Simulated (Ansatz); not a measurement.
**Worked example: self-consistent single point of TiZn₃ (Pm-3m, 4 atoms in the cell) in Ansatz (an electronic-structure program)**

Computed with LDA (PW92), default PAW files made with PBE (plane waves; Ansatz).

Input as run:

Ansatz 0.2 input:
```yaml
crystal:
  lattice:
    - [3.86918800, 0.00000000, 0.00000000]
    - [0.00000000, 3.86918800, 0.00000000]
    - [0.00000000, 0.00000000, 3.86918800]
  atoms:
    - { symbol: Ti, position: [0.00000000, 0.00000000, 0.00000000] }
    - { symbol: Zn, position: [0.00000000, 0.50000000, 0.50000000] }
    - { symbol: Zn, position: [0.50000000, 0.00000000, 0.50000000] }
    - { symbol: Zn, position: [0.50000000, 0.50000000, 0.00000000] }
basis:
  ecutwfc: 30.9 Ry
kpoints:
  mp_grid: { grid: [9, 9, 9] }
hamiltonian:
  xc: lda
  pseudopotentials: { kind: paw }
scf:
  occupations: { method: fermi_dirac, width: 0.0073 Ry }
output:
  forces: true
  eigenvalues: true
  stress: true
```

Log, with long lists cut:

```
WARN ansatz: RAYON_NUM_THREADS=1 ignored (pool sized by the plan → 1); use --threads N
Pseudopotentials: kind: paw
Pseudopotential: Ti, paw, valence charge 12
Pseudopotential: Zn, paw, valence charge 12
Crystal: 4 atoms, lattice volume = 57.924 Å³
Basis set: ecut = 420.4159175005146 eV, 1141 PW (Γ)
Bands: 29, of which v1, the nominal top of the filled ones, is band 24 counted from 1 (23 counted from 0)
Symmetry: 48 space group operations
Space group: Pm-3m (ITA 221), of the structure as read, at distance tolerance 3.9e-5 Å
k-points: 35 of 729
PAW frozen core: Ti, regenerated for the run's functional, and the local potential with it
PAW frozen core: Zn, regenerated for the run's functional, and the local potential with it
Initial density: superposition of atomic densities (neutral atoms: chi_scale 0, normalization atom), corrected by the library's trained network
Initial wavefunctions: pseudopotential atomic-orbital guess
Eigensolver: davidson
Functional: x = slater, c = lda
SCF iter   1: F=—  HF=-12190.012785 eV  |F-HF|=—  |Δ(HF+E_count)|=         —  Δρ=1.25e-2  dr2=1.34e-1  ethr=1.77e-3  ⟨swp⟩=5.6  Hψ=4482  notcnv=0
all-band conjugate gradients solve this SCF's bands
preconditioner: auto → Kerker (q_TF=auto, 2.644 Å⁻¹)
SCF iter   2: F=—  HF=-12189.996344 eV  |F-HF|=—  |Δ(HF+E_count)|=   1.64e-2  Δρ=5.77e-3  dr2=3.74e-2  ethr=2.78e-4  ⟨swp⟩=2.0  Hψ=1432  notcnv=0
SCF iter   3: F=—  HF=-12189.991515 eV  |F-HF|=—  |Δ(HF+E_count)|=   4.83e-3  Δρ=2.45e-3  dr2=1.86e-3  ethr=7.79e-5  ⟨swp⟩=2.8  Hψ=1766  notcnv=0
SCF iter   4: F=—  HF=-12189.990278 eV  |F-HF|=—  |Δ(HF+E_count)|=   1.24e-3  Δρ=6.88e-4  dr2=4.24e-4  ethr=3.87e-6  ⟨swp⟩=2.0  Hψ=1632  notcnv=0
SCF iter   5: F=—  HF=-12189.990160 eV  |F-HF|=—  |Δ(HF+E_count)|=   1.18e-4  Δρ=2.01e-4  dr2=4.11e-5  ethr=8.84e-7  ⟨swp⟩=2.4  Hψ=1716  notcnv=0
SCF iter   6: F=—  HF=-12189.990149 eV  |F-HF|=—  |Δ(HF+E_count)|=   1.17e-5  Δρ=5.56e-5  dr2=1.79e-6  ethr=8.56e-8  ⟨swp⟩=2.0  Hψ=1685  notcnv=0
SCF iter   7: F=-12189.990148 eV  HF=-12189.990148 eV  |F-HF|=5.08e-9  |Δ(HF+E_count)|=   5.31e-7  Δρ=1.17e-5  dr2=6.18e-8  ethr=2.08e-10  ⟨swp⟩=3.6  Hψ=4646  notcnv=0
the search or the solves at the SCF's close seem to have found levels that the self-consistency loop had missed (the run counts 2) …
SCF 1 converged in 7 iterations: F = -12189.990148 eV  dr2 = 6.18e-8
SCF converged after 7 iterations
Free energy (F): -12189.990148 eV
Harris-Foulkes:  -12189.990148 eV  (|F-HF|=5.08e-9)
Internal energy: -12189.889434 eV  (E = F + TS)
E sigma→0 (E₀):  -12189.939791 eV
Entropy (-TS):   -0.100714 eV (-25.178 meV/atom)
Fermi energy:    12.050139 eV
--- Per-component energies (eV) ---
  E_band       = 30.491673
  E_kinetic    = 669.570421
  E_local      = -5216.090602  (includes V_loc(G=0)·N_el)
  E_nonlocal   = 1847.761333
  E_hartree    = 2179.430328
  E_xc         = -507.770476
  E_vxc        = -287.714579  (∫ρ·V_xc dr)
  E_paw        = -6253.610626  (= ΣΔE_a)
  E_vpaw       = -1341.893180  (= ΣTr[D̂ρ^β])
  E_aug_tail   = -0.000912  (compensation charges beyond the density's cutoff)
  E_ewald      = -4914.176274
  E_core_change = 4.997374  (= ΣΔE_core)
  E_smearing   = -0.100714  (= −TS)
  E_closure    = -0.000000  (closes the sum)
  Σ components = -12189.990148   (vs F -12189.990148, Δ=0.00e0)
--- Forces (eV/Å), atoms counted from 1 ---
  atom   1  Ti     0.00000000    -0.00000000    -0.00000000
   [... zero for the other atoms too ...]
  max |Σ_I F_I| component: 7.63e-29 eV/Å
--- Stress (GPa, compression-positive) ---
       -5.496304       0.000000       0.000000
        0.000000      -5.496304       0.000000
        0.000000       0.000000      -5.496304
  P = ⅓ Tr σ = -5.4963 GPa (-54.963 kbar)
  The stress holds the Pulay correction. Without it, at fixed plane waves, as pw.x and ABINIT print it: P = -5.5609 GPa
--- Band table (eV; the first three rows and the last of 35) ---
  k-point 0: bands = ["-44.0369", "-20.6154", "-20.6154", "-20.6154", "2.5687", "4.2497", "4.4060", "4.4060", "4.4060", "4.4550", "4.4550", "5.1352", "5.1352", "5.1352", "5.4286", "5.4286", "5.6438", "5.7203", "5.7203", "5.7203", "11.3124", [...]
  k-point 1: bands = ["-44.0368", "-20.6184", "-20.6153", "-20.6153", "2.6992", "4.2813", "4.4208", "4.4328", "4.4328", "4.4738", "4.4946", "5.1216", "5.1400", "5.1400", "5.4077", "5.4298", "5.6243", "5.6681", "5.6681", "5.7203", "10.4549", [...]
  k-point 2: bands = ["-44.0364", "-20.6260", "-20.6151", "-20.6151", "3.0788", "4.3697", "4.4614", "4.5120", "4.5120", "4.5255", "4.6036", "5.0841", "5.1491", "5.1491", "5.3519", "5.4310", "5.5297", "5.5297", "5.5688", "5.7204", "9.0074", [...]
  k-point 34: bands = ["-44.0338", "-20.6335", "-20.6332", "-20.6332", "4.3066", "4.3386", "4.3386", "4.4122", "4.9024", "4.9024", "4.9270", "5.1315", "5.1674", "5.1674", "5.2539", "5.2539", "5.6103", "5.6103", "5.6496", "8.4815", "9.5581", [...]
```

The run converged in 7 iterations.

The starting cell comes from a database of computed structures (which also holds hypothetical and non-ambient phases and stackings), without a prior relaxation at this level. Its lattice was rescaled by up to half a per cent. Spin polarisation is off. With a pressure of about -5 GPa the cell is away from its equilibrium volume at this level. Ansatz's pressure includes its estimate of the finite-basis (Pulay) stress.
